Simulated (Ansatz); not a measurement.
The parent structure is Sn (space group I4_1/amd, No. 141; a = 5.833 Å, c = 3.158 Å).

Perturbation: every Sn is replaced by Ru, then cell and atoms are relaxed.

Levels (all Ansatz, an electronic-structure program, PAW, earlier PAW set): PBEsol (420 eV, no SOC); PBEsol+SOC (420 eV, spin-orbit coupling included).

The geometry is relaxed with PBEsol.

| Property | Result |
|---|---|
| PBEsol pressure | 0.0 GPa |

Q: How does going to PBEsol+SOC change the pressure?

A: The pressure goes from zero to 0.2 GPa.

Single points use the geometry relaxed with PBEsol. Differences between runs with and without spin-orbit coupling are approximate. No phonon test of stability was made. As relaxed here, Ru is a hypothetical phase, not in the database extracts checked. The runs without spin-orbit coupling are not spin-polarised.
